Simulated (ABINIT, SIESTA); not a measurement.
An ABINIT input for a self-consistent single point of Be (P6_3/mmc, 4 atoms in the cell) (DFT, PBE, plane waves, norm-conserving pseudopotentials (PseudoDojo nc-sr-05 PBE standard)):

```
# Be, PseudoDojo nc-sr-05 PBE standard
pp_dirpath "./"
pseudos "Be.upf"
acell 3*1.0
rprim
         4.3870822590    0.0000000203    0.0000000000
        -2.1935411470    3.7993246746    0.0000000000
         0.0000000000    0.0000000000   14.1154661352
natom 4
ntypat 1
znucl 4
typat 1 1 1 1
xred
         0.0000000000    0.0000000000    0.0000000000
         0.0000000000    0.0000000000    0.5000000000
         0.3333333333    0.6666666667    0.2500000000
         0.6666666667    0.3333333333    0.7500000000
ecut 44
occopt 7
tsmear 0.272 eV
nband 13
kptopt 1
ngkpt 16 16 5
nshiftk 1
shiftk 0 0 0
nstep 50
toldfe 1.0e-09
prtwf 0
prtden 0
enunit 1
```

Task: Give the SIESTA input for the same structure, mesh, smearing and functional.

Result: This is the input that was run; spellings and numerical settings could be chosen otherwise.

```
# files in the folder: Be.psml (PseudoDojo PBE standard)
SystemName  Be
SystemLabel Be

NumberOfAtoms                4
NumberOfSpecies              1
%block ChemicalSpeciesLabel
  1 4 Be
%endblock ChemicalSpeciesLabel
LatticeConstant              2.321544 Ang
%block LatticeVectors
     1.000000000    0.000000000    0.000000000
    -0.500000000    0.866025369    0.000000000
     0.000000000    0.000000000    3.217506539
%endblock LatticeVectors
AtomicCoordinatesFormat      Bohr
%block AtomicCoordinatesAndAtomicSpecies
     0.000000000    0.000000000    0.000000000  1
     0.000000000    0.000000000    7.057733068  1
    -0.000002194    2.532884339    3.528866534  1
     2.193543367    1.266440270   10.586599601  1
%endblock AtomicCoordinatesAndAtomicSpecies

XC.functional                GGA
XC.authors                   PBE
PAO.BasisSize                DZP
PAO.EnergyShift              0.005 Ry
PAO.Polarization.NonPerturbative true
MeshCutoff                   400 Ry
%block kgrid.MonkhorstPack
   16   0   0  0.0
    0  16   0  0.0
    0   0   5  0.0
%endblock kgrid.MonkhorstPack
OccupationFunction           MP
OccupationMPOrder            0
ElectronicTemperature        0.272 eV

MaxSCFIterations             150
SCF.Mixer.Method             Pulay
SCF.Mixer.Weight             0.25
SCF.Mixer.History            6
SCF.DM.Tolerance             1.0E-04
Diag.ParallelOverK           true
WriteForces                  true
Charge.Mulliken              end
```

Basis settings and potentials, where a program has them, do not carry over. This input uses DFT, GGA PBE, numerical atomic orbitals DZP, PseudoDojo PBE standard norm-conserving potentials (rewritten from UPF to PSML). Both were run: pressure -9.72 GPa in ABINIT and -11.26 in SIESTA.

On ABINIT: the starting cell was generated: these elements placed on a structure prototype, without a prior relaxation; it need not be a known phase or ordering of this composition. Its lattice was rescaled by a random factor within 2.5 % of one. With a pressure of about -10 GPa the cell is away from its equilibrium volume at this level.

On SIESTA: the starting cell was generated: these elements placed on a structure prototype, without a prior relaxation; it need not be a known phase or ordering of this composition. Its lattice was rescaled by a random factor within 2.5 % of one. Values carry the incompleteness of an atom-centred basis. With a pressure of about -11 GPa the cell is away from its equilibrium volume at this level.
